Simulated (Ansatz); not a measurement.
Results of LDA (Ansatz, a program for electronic structure, plane waves, PAW) for TiNb (Cmmm, No. 65, 2 atoms in the cell; start mp-1216634).

Numerical settings: plane-wave cutoff 520 eV, 20×20×12 k mesh (along the axes of the cell as run), Fermi–Dirac smearing 0.05 eV, no spin polarisation, scalar-relativistic PAW data made under PBE.

Cell (relaxed at this level):

```xyz
2
Lattice="1.5959 -2.2778 0.0000 1.5959 2.2778 0.0000 0.0000 0.0000 4.5178" Properties=species:S:1:pos:R:3 pbc="T T T"
Ti     1.5959     0.0000     2.2589
Nb     0.0000     0.0000     0.0000
```

Task: What does this level give for the bulk modulus B0?

Result: 
- bulk modulus B0 = 155 GPa

Note: the run has no spin polarisation, so it can have missed a magnetic state; the bulk modulus is −V dP/dV from two relaxed cells at ±2 % in volume; the relaxation could not lower the start's symmetry, so the cell can be a saddle point above a distorted one.

Computed values are for the static lattice.

The result took around 120 core-seconds (rough).

A start named mp-… is a Materials Project structure, which need not be a measured phase.
